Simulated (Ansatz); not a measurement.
The starting structures come from a database of crystals and need not be the phases stable at ambient conditions.

The decay constant κ of evanescent states in the gap governs leakage through a thin film.

Here is the system:

```yaml
crystal:
  lattice:
    - [7.95075, 0.00000, 0.00000]
    - [3.91325, 8.86095, 0.00000]
    - [-3.92251, -1.77899, 3.55472]
  atoms:
    - { symbol: La, position: [0.46068, 0.74934, 0.71843] }
    - { symbol: La, position: [0.53932, 0.25066, 0.28157] }
    - { symbol: La, position: [0.96068, 0.75066, 0.70293] }
    - { symbol: La, position: [0.03932, 0.24934, 0.29707] }
    - { symbol: Mg, position: [0.50000, 0.00000, 0.50000] }
    - { symbol: Mg, position: [0.00000, 0.50000, 0.00000] }
    - { symbol: Ti, position: [0.00000, 0.00000, 0.50000] }
    - { symbol: Ti, position: [0.50000, 0.50000, 0.00000] }
    - { symbol: O, position: [0.52247, 0.74256, 0.34848] }
    - { symbol: O, position: [0.47753, 0.25744, 0.65152] }
    - { symbol: O, position: [0.02247, 0.75744, 0.19646] }
    - { symbol: O, position: [0.97753, 0.24256, 0.80354] }
    - { symbol: O, position: [0.28261, 0.04575, 0.62552] }
    - { symbol: O, position: [0.71739, 0.95425, 0.37448] }
    - { symbol: O, position: [0.78261, 0.45425, 0.43970] }
    - { symbol: O, position: [0.21739, 0.54575, 0.56030] }
    - { symbol: O, position: [0.20337, 0.95690, 0.94149] }
    - { symbol: O, position: [0.79663, 0.04310, 0.05851] }
    - { symbol: O, position: [0.70337, 0.54310, 0.96525] }
    - { symbol: O, position: [0.29663, 0.45690, 0.03475] }
```

Space group of this cell: P2_1/c. The cell is taken as given; by r2SCAN its mean pressure is -3.4 GPa.

Transport runs along the normal of the first two printed cell vectors.

No gap correction and no spin-orbit coupling; mid-gap values are interpolated between computed energies.

**Question.** State the band gap and the smallest decay constant κ at mid-gap according to Ansatz (a first-principles code) with r2SCAN.

**Answer.** Gap 3.61 eV on a 8×4×8 mesh; κ = 0.401 1/Å, at the zone centre.
